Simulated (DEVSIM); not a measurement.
System: Mo/AlN/p-In0.53Ga0.47As capacitor, at 300 K.

Layer 1 from the left is AlN, thickness (nm) 3.20. Layer 2 from the left is In0.53Ga0.47As, thickness (nm) 1600, Na (cm⁻³) 1.3e17.

Metal gate on the left, work function 4.6 eV. Fixed charge at the semiconductor interface -2.9e11 cm⁻² (in units of +e); no interface traps.

Constants are typed, rounded textbook-type inputs, not results; the design itself was drawn at random and stands for no fabricated device. Values at 300 K.

AlN: gap (eV) 6.1, affinity (eV) 1.9, permittivity 8.5. In0.53Ga0.47As: gap (eV) 0.74, affinity (eV) 4.51, permittivity 13.9, Nc (cm⁻³) 2.1e17, Nv (cm⁻³) 7.7e18.

Simulated with DEVSIM: 1D Poisson equation in equilibrium, Boltzmann statistics, complete ionisation; no quantum confinement or tunnelling. Metal contacts follow the ideal Schottky-Mott rule: no Fermi-level pinning, no interface dipoles.

**Question.** What does the simulation give for the minimum of the low-frequency capacitance, the flat-band voltage?

**Answer.** minimum of the low-frequency capacitance 0.154 μF/cm²; flat-band voltage -0.52 V.
